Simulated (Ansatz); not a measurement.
Na3OBr (Pm-3m), PBEsol, rigid bands (Ansatz, a quantum-chemistry and plane-wave program): N_c = 4.27e18 cm⁻³ at 300 K and an electron conductivity mass of 0.307 mₑ.

Problem. For 1e16 electrons per cm³ at 300 K, place the Fermi level, estimate the Seebeck coefficient of a parabolic band with constant τ, and give mobility and conductivity for τ = 10 fs.

Solution. The level lies k_BT ln(N_c/n) = 0.157 eV below the conduction-band minimum. S ≈ −(k_B/e)[ln(N_c/n) + 5/2] = -737 μV/K, against -733 μV/K from the full bands (mean over directions). μ = eτ/m = 57.3 cm²/(V·s) and σ = neμ = 0.0918 S/cm. τ is assumed, not computed.

Band transport and this doping are assumed; polarons and phonon drag are left out. Spin-orbit coupling is left out.

Computed structure with no diffraction record at hand here (it may be known, metastable or hypothetical): Na3OBr (Pm-3m).
